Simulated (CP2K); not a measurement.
Input and output of a self-consistent single point for KCaF3 (P4mm, 5 atoms in the cell) (CP2K).

Method: CP2K with PBEsol, GPW, DZVP-MOLOPT-SR-GTH basis, GTH-PBE potentials (GTH_POTENTIALS).

```
CELL_PARAMETERS angstrom
      4.46828     0.00000     0.00000
      0.00000     4.46828     0.00000
      0.00000     0.00000     4.46828
ATOMIC_POSITIONS crystal
  K  0.50000 0.50000 0.51119
  Ca 0.00000 0.00000 0.00000
  F  0.00000 0.50000 0.00000
  F  0.50000 0.00000 0.00000
  F  0.00000 0.00000 0.50000
```

Reference input (self-consistent single point, DFT PBEsol, GPW, DZVP-MOLOPT-SR-GTH basis, GTH-PBE potentials (GTH_POTENTIALS)): CUTOFF = 550 Ry; REL_CUTOFF = 50 Ry; KPOINTS/SCHEME = MONKHORST-PACK 3 3 3; XC_FUNCTIONAL = PBE:PBESOL; K/BASIS_SET = DZVP-MOLOPT-SR-GTH-q9; K/POTENTIAL = GTH-PBE-q9; Ca/BASIS_SET = DZVP-MOLOPT-SR-GTH-q10; Ca/POTENTIAL = GTH-PBE-q10; F/BASIS_SET = DZVP-MOLOPT-SR-GTH-q7; F/POTENTIAL = GTH-PBE-q7; METHOD = GPW; EPS_DEFAULT = 1e-10. This run's input differs from it in these lines:

```diff
@@ -35,3 +35,3 @@
     &KPOINTS
-      SCHEME MONKHORST-PACK 3 3 3
+      SCHEME MACDONALD 11 11 11 0.04545454545 0.04545454545 0.04545454545
     &END KPOINTS
```

Output (repeated stretches shortened):

```
 SCF WAVEFUNCTION OPTIMIZATION

  Step     Update method      Time    Convergence         Total energy    Change
     1 NoMix/Diag. 0.20E+00      -     1.96646868      -137.6814368999 -1.38E+02
     2 Broy./Diag. 0.20E+00      -     0.04499795      -133.3965817655  4.28E+00
     3 Broy./Diag. 0.20E+00      -     0.04454694      -136.1939853490 -2.80E+00
     4 Broy./Diag. 0.20E+00      -     0.02917820      -137.7329555863 -1.54E+00
     5 Broy./Diag. 0.20E+00      -     0.02317362      -137.3183633430  4.15E-01
     6 Broy./Diag. 0.20E+00      -     0.00354849      -137.7137440696 -3.95E-01
   [... 8 lines left out ...]
    15 Broy./Diag. 0.20E+00      -     0.00000067      -137.7168042754 -3.98E-06
    16 Broy./Diag. 0.20E+00      -     0.00000047      -137.7168066853 -2.41E-06
    17 Broy./Diag. 0.20E+00      -     0.00000011      -137.7168074340 -7.49E-07
    18 Broy./Diag. 0.20E+00      -     0.00000004      -137.7168074951 -6.11E-08
  *** SCF run converged in    18 steps ***

  Overlap energy of the core charge distribution:               0.00000000000000
  Self energy of the core charge distribution:               -322.39349139203688
  Core Hamiltonian energy:                                     84.72282069095927
  Hartree energy:                                             123.22869389652472
  Exchange-correlation energy:                                -23.27483069051675

  Total energy:                                              -137.71680749506962

                     Mulliken Population Analysis

 #  Atom  Element  Kind  Atomic population                           Net charge
       1     K        1          8.090487                              0.909513
       2     Ca       2          8.964354                              1.035646
   [... lines left out ...]

 STRESS| Analytical stress tensor [bar]
 STRESS|                        x                   y                   z
 STRESS|      x       -1.05580139244E+04   6.15385644535E-04   5.72285068946E-04
 STRESS|      y        6.15385644535E-04  -1.05579950209E+04   5.72287396160E-04
 STRESS|      z        5.72285068946E-04   5.72287396160E-04  -1.05747109136E+04
 STRESS| 1/3 Trace                                            -1.05635732863E+04
```

The run converged in 18 iterations. Against the reference run the free energy is nearly the same (within 1 meV/atom), the pressure moves little (-1.05 to -1.06 GPa), the largest force moves little (0.123 to 0.124 eV/Å) and the gap on the mesh goes from 6.217 to 6.198 eV.

The starting cell comes from a database of computed structures (which also holds hypothetical and non-ambient phases and stackings), without a prior relaxation at this level. Its lattice was rescaled by up to half a per cent. One atom was moved a little off its site on purpose. Values carry the incompleteness of an atom-centred basis. The potentials were made for another functional than the one used. Another mesh or the band path of this cell gives a smaller gap, so this value is not converged in the mesh.

Cost on one core of a shared machine: roughly 4 min.
